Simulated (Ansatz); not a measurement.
Data:

```yaml
crystal:
  lattice:
    - [0.00000, 2.73277, 2.73277]
    - [2.73277, 0.00000, 2.73277]
    - [2.73277, 2.73277, 0.00000]
  atoms:
    - { symbol: Ge, position: [0.50000, 0.50000, 0.50000] }
    - { symbol: Ge, position: [0.75000, 0.75000, 0.75000] }
```

No spin polarisation.

A single point on Ge with a change (pressure 10 GPa), its geometry relaxed with PBEsol.

All numbers come from r2SCAN, PAW, 500 eV (Ansatz, a program for electronic structure; no SOC). k-mesh 14×14×14 (Γ-centred); smearing 0.05 eV (Fermi–Dirac).

Question: Predict the band gap and electron mass.

Answer: The band gap is 0.63 eV and the electron mass is 0.91 mₑ along k, 0.18 mₑ across (off the special points).

Single points use the geometry relaxed with PBEsol. Load acts through the strain it causes; cell and atoms are relaxed under it. Effective masses come from finite differences of ±0.01 Å⁻¹. Along k means along the line from Γ to the band edge. No phonon test of stability was made. Tetrahedral semiconductors of this kind turn to denser phases somewhere between about 1 and 50 GPa; those were not computed, so compressed cells here can lie past the real transition. The cell was made from Ge in the diamond structure (space group Fd-3m, No. 227) by this change: pressure 10 GPa.
